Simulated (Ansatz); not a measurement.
The parent structure is BeSe in the zinc blende structure (space group F-43m, No. 216).

```
BeSe
1.0
    0.00000     2.54081     2.54081
    2.54081     0.00000     2.54081
    2.54081     2.54081     0.00000
Be Se
1 1
Direct
  0.00000   0.00000   0.00000
  0.25000   0.25000   0.25000
```

Cartesian axes are those of the cell as printed.

All numbers come from DFT with LDA, PAW potentials and a 420 eV plane-wave cutoff in Ansatz (a quantum-chemistry and plane-wave program), without spin-orbit coupling.

For the base:

| Item | Result |
|---|---|
| Valence-band top at Γ | 0.00, 0.00, 0.00 eV |

One thing is altered: tensile biaxial strain of 2.50 % in the plane normal to [001], as in epitaxy on a mismatched substrate; the out-of-plane cell vector and the atoms relax.

Q: What happens to the valence-band top at Γ?

A: The valence-band top at Γ (three highest levels, from the VBM) goes from 0.00, 0.00, 0.00 eV to 0.00, -0.23, -0.23 eV.

Q: What does the calculation give for the energy relative to the base after the change?

A: The energy increases by 9.0 meV/atom.

The levels and masses belong to the bands next to the band gap. No phonon test of stability was made.
